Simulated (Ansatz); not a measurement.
## Ir in the fcc (Cu type) structure (space group Fm-3m, No. 225)

```cif
data_Ir4
_chemical_formula_sum 'Ir4'
_space_group_name_H-M_alt 'Fm-3m'
_space_group_IT_number 225
_space_group_name_Hall '-F 4 2 3'
_cell_length_a 3.87085
_cell_length_b 3.87085
_cell_length_c 3.87085
_cell_angle_alpha 90.000
_cell_angle_beta 90.000
_cell_angle_gamma 90.000
loop_
_atom_site_label
_atom_site_type_symbol
_atom_site_symmetry_multiplicity
_atom_site_Wyckoff_symbol
_atom_site_fract_x
_atom_site_fract_y
_atom_site_fract_z
_atom_site_occupancy
Ir1 Ir 4 a 0.00000 0.00000 0.00000 1
```
(The calculation used a cell of 1 atom; values per cell refer to that cell.)

Computed with Ansatz (an electronic-structure program), PBE, PAW, cutoff 420 eV, no SOC. k-mesh 21×21×21 (Γ-centred); smearing 0.05 eV (Fermi–Dirac).

```yaml
volume_per_atom: 14.50 Å³
density: 22.01 g/cm³
band_gap: zero
total_energy: -11935.309 eV/atom (σ→0; compares only within this code and set-up)
```

Stability against distortions was not tested. The final runs are not spin-polarised.
